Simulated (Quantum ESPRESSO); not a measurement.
# Cost against accuracy: K_POINTS for Co3Si (P6_3/mmc, 8 atoms in the cell)

Cell: a = 4.9765 Å, b = 4.9765 Å, c = 3.9728 Å, α = 90.00°, β = 90.00°, γ = 120.00°.

Method of the run: PBEsol, PSlibrary ultrasoft (PBE) pseudopotentials (plane waves; Quantum ESPRESSO 7.5).

Base settings: ecutwfc = 50 Ry; ecutrho = 300 Ry; occupations = smearing; smearing = cold; degauss = 0.0036749 Ry; input_dft = pbesol; potentials = {Co: Co.pbe-n-rrkjus_psl.1.0.0.UPF, Si: Si.pbe-n-rrkjus_psl.1.0.0.UPF}; K_POINTS = automatic 5 5 6 0 0 0; conv_thr = 1e-10 Ry; mixing_beta = 0.5.

Misses are taken against the tightest run, automatic 12 12 13 0 0 0, which need not be fully converged itself. The energy is the free energy per atom.

The count of work is k-points × plane waves × bands × iterations; it is no time, and leaves out set-up, grids and terms that scale otherwise. Core times come from one kind of shared machine and are given to one figure; runs under 30 s give none.

The starting cell comes from a database of computed structures (which also holds hypothetical and non-ambient phases and stackings), without a prior relaxation at this level. Spin polarisation is off. In the base run, with a pressure of about -14 GPa the cell is away from its equilibrium volume at this level.

The runs (K_POINTS): automatic 1 1 1 0 0 0 | automatic 2 2 2 0 0 0 | automatic 3 3 3 0 0 0 | automatic 4 4 4 0 0 0 | automatic 4 4 5 0 0 0 | automatic 5 5 6 0 0 0 | automatic 6 6 7 0 0 0 | automatic 7 7 8 0 0 0 | automatic 9 9 9 0 0 0 | automatic 10 10 11 0 0 0 | automatic 12 12 13 0 0 0.

Problem. Which is the coarsest setting among those run that, with all tighter ones, holds the energy within 20 meV/atom of the reference, and what does it save?

Solution. automatic 3 3 3 0 0 0, off by 4.9 meV/atom; it needs 0.048 of the reference's count of work and about 0.09 of the reference's time.

Problem. What does the step from automatic 3 3 3 0 0 0 to automatic 5 5 6 0 0 0 buy?

Solution. It takes the miss in the energy from 4.9 to 0.59 meV/atom, for 3.1 times the count of work and roughly 2 times the time.

| K_POINTS | energy less reference (meV/atom) | pressure less reference (GPa) | largest difference in the force on any atom (eV/Å) | count of work / reference | core time / reference (rough) |
|---|---|---|---|---|---|
| automatic 1 1 1 0 0 0 | 406.89 | 2.23 | 0.469 | 0.0086 | 0.05 |
| automatic 2 2 2 0 0 0 | -34.63 | -0.79 | 0.039 | 0.041 | 0.1 |
| automatic 3 3 3 0 0 0 | -4.87 | -0.09 | 0.089 | 0.048 | 0.09 |
| automatic 4 4 4 0 0 0 | 6.23 | 0.14 | 0.092 | 0.090 | 0.1 |
| automatic 4 4 5 0 0 0 | 3.29 | 0.12 | 0.006 | 0.097 | 0.1 |
| automatic 5 5 6 0 0 0 | -0.59 | 0.03 | 0.021 | 0.15 | 0.2 |
| automatic 6 6 7 0 0 0 | -1.46 | -0.05 | 0.006 | 0.21 | 0.2 |
| automatic 7 7 8 0 0 0 | 0.46 | 0.00 | 0.012 | 0.32 | 0.3 |
| automatic 9 9 9 0 0 0 | 0.17 | 0.01 | 0.006 | 0.45 | 0.4 |
| automatic 10 10 11 0 0 0 | -0.45 | -0.01 | 0.008 | 0.63 | 0.5 |
| automatic 12 12 13 0 0 0 | 0.00 | 0.00 | 0.000 | 1.0 | 1 |
